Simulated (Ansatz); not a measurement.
The reference is GaP in the zinc blende structure (space group F-43m, No. 216; a = 5.439 Å).

Level of theory: plane-wave PAW DFT at the PBEsol level (Ansatz, a program for electronic structure, 420 eV), scalar-relativistic without spin-orbit coupling.

Base values:

```
Property    Value
--------  -------
Band gap  1.45 eV
```

One thing is altered: an isotropic linear strain of −2.00 %; the atoms relax in the strained cell.

Task: What happens to the energy relative to the base and band gap?

Result: The energy increases by 21 meV/atom; the band gap drops by 0.118 eV, from 1.45 eV to 1.34 eV.

Whether these cells are dynamically stable was not tested.
